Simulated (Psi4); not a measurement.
Psi4 1.11, HF/def2-svp: Be(Cl)(Me) ([CH3][Be][Cl]), 6 atoms. The geometry is a generated start, not checked to be a minimum at this level.

- task: energy
- method: scf
- basis: def2-svp
- memory: 3 GB
- maxiter: 100
- keys of the molecule block: symmetry c1
- scf_type: df (default)
- e_convergence: 1e-06 (default)
- d_convergence: 1e-06 (default)
- basis functions: 56

```xyz
6

Be     0.6593     0.4613    -0.7206
Cl     1.7214     1.1735    -1.9305
C     -0.3925    -0.2658     0.4444
H     -0.9104    -1.1436     0.0598
H     -1.1848     0.3878     0.8011
H      0.1070    -0.6133     1.3458
```

With the defaults (damping_percentage = 0, guess = auto, which took SAD, diis_max_vecs = 10, diis = true, scf_initial_accelerator = adiis, soscf = false, soscf_start_convergence = 0.01) it converges in 8 SCF iterations. One run each on 2 threads, with these changes:
- damping_percentage = 60
- damping_percentage = 60, diis = false, scf_initial_accelerator = none
- diis_max_vecs = 3
- damping_percentage = 20
- soscf = true, soscf_start_convergence = 0.001
- guess = sap
- guess = huckel
- guess = modhuckel
- soscf = true, soscf_start_convergence = 0.1

**Question.** Which of these changes keep the SCF from converging, or lead it to another solution?

**Answer.** No convergence: damping_percentage = 60 (the run ends without SCF convergence in 100 iterations). The rest reach the solution of the defaults.

| setting | SCF iterations | JK calls | end |
|---|---|---|---|
| soscf = true, soscf_start_convergence = 0.1 | 5 | 16 | same solution |
| soscf = true, soscf_start_convergence = 0.001 | 6 | 17 | same solution |
| the defaults | 8 | 9 | same solution |
| guess = modhuckel | 8 | 29 | same solution |
| guess = huckel | 8 | 29 | same solution |
| guess = sap | 9 | 9 | same solution |
| diis_max_vecs = 3 | 9 | 10 | same solution |
| damping_percentage = 20 | 13 | 14 | same solution |
| damping_percentage = 60, diis = false, scf_initial_accelerator = none | 27 | 28 | same solution |
| damping_percentage = 60 | 100 | 101 | no convergence |

An SOSCF iteration holds several JK calls; a Hückel guess adds calls on atoms.
